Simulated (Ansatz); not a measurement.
Take BAs in the zinc blende structure (space group F-43m, No. 216; a = 4.784 Å) as the base. Axes: x, y, z lie along the cube axes.

Calculations: r2SCAN, PAW, 500 eV (Ansatz, a first-principles code; no SOC).

Strains are applied to the cell and any free atomic positions relax; under biaxial strain the out-of-plane vector relaxes too.

One change was made to it. Results:

```csv
quantity,base,after
volume per atom,13.69 Å³,14.31 Å³
energy relative to the base (free energy F),0 meV/atom,+19 meV/atom
```

**Question.** Name the change that was made.
A) biaxial strain +0.83 %, plane normal [111], relaxed out of plane
B) biaxial strain +2.08 %, plane normal [111], relaxed out of plane
C) biaxial strain +2.50 %, plane normal [111], relaxed out of plane
D) biaxial strain +0.42 %, plane normal [111], relaxed out of plane
E) biaxial strain +1.25 %, plane normal [111], relaxed out of plane

**Answer.** C, biaxial strain +2.50 %, plane normal [111], relaxed out of plane. For comparison, the energy relative to the base in the other runs: biaxial strain +1.25 %, plane normal [111], relaxed out of plane gives +4.9 meV/atom; biaxial strain +0.83 %, plane normal [111], relaxed out of plane gives +2.2 meV/atom; biaxial strain +0.42 %, plane normal [111], relaxed out of plane gives +0.6 meV/atom; biaxial strain +2.08 %, plane normal [111], relaxed out of plane gives +13 meV/atom.

Stability against distortions was not tested.
